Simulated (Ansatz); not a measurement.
System: Hf vacancy in monoclinic HfO2 (charge state -4). Computed with PBE, PAW (plane waves to 420 eV; Ansatz, a quantum-chemistry and plane-wave program).

96-site cell at the relaxed PBE lattice, the Γ point alone, smearing 0.01 eV, spin-restricted, no finite-size correction. Static, classical nuclei. Spin-orbit coupling is left out. The charge state is imposed; whether it is stable for some Fermi level was not computed. Forms of the defect that were not tried may lie lower.

Barriers: single points on a 2×2×2 k-point mesh shifted by half a step at the bands' geometries.

The step: a nearby Hf atom hops onto the vacant site; the atom moves 2.97 Å along (0.49, -0.08, 0.37) of the unit cell; the moving atom starts with neighbours O at 1.94, O at 1.98, O at 2.06, O at 2.28, O at 2.31, O at 2.35, O at 2.43 Å and ends with O at 1.94, O at 1.98, O at 2.06, O at 2.28, O at 2.31, O at 2.35, O at 2.43 Å.

### Question
Estimate the migration barrier of this step that PBE, PAW returns for this input.

### Answer
2.15 eV, the same both ways. At the saddle the moving atom has neighbours O at 1.87, O at 1.90, O at 1.99, O at 2.33 Å. The saddle point's order was not checked.
